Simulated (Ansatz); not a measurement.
The starting structures come from a database of crystals and need not be the phases stable at ambient conditions.

Evanescent states of Be2C (Fm-3m, not sure to be the ambient phase, 3 atoms a cell, 6.7 Å³ an atom, -2 GPa at this level) along the normal of (110)

Level of theory: PBEsol (plane waves, PAW; Ansatz, an electronic-structure program).

The gap is the functional's own, uncorrected, and κ follows it; spin-orbit coupling is left out. Mid-gap values are interpolated between the computed energies.

Energies count from the valence-band top; κ is the least over a 10×8 mesh across the current.

| E (eV) | κ (1/Å) | where |
|---|---|---|
| 0.04 | 0.039 | Γ |
| 0.10 | 0.067 | Γ |
| 0.17 | 0.086 | Γ |
| 0.24 | ___ | Γ |
| 0.32 | ___ | Γ |
| 0.39 | ___ | Γ |
| 0.46 | ___ | Γ |
| 0.53 | ___ | Γ |
| 0.59 | ___ | Γ |
| 0.67 | ___ | Γ |
| 0.73 | ___ | Γ |
| 0.81 | ___ | Γ |
| 0.88 | 0.107 | Γ |
| 0.94 | 0.087 | Γ |
| 1.01 | 0.059 | Γ |

Some entries are withheld; supply them.


- 0.24, κ (1/Å): 0.101
- 0.32, κ (1/Å): 0.113
- 0.39, κ (1/Å): 0.124
- 0.46, κ (1/Å): 0.133
- 0.53, κ (1/Å): 0.142
- 0.59, κ (1/Å): 0.150
- 0.67, κ (1/Å): 0.149
- 0.73, κ (1/Å): 0.137
- 0.81, κ (1/Å): 0.123
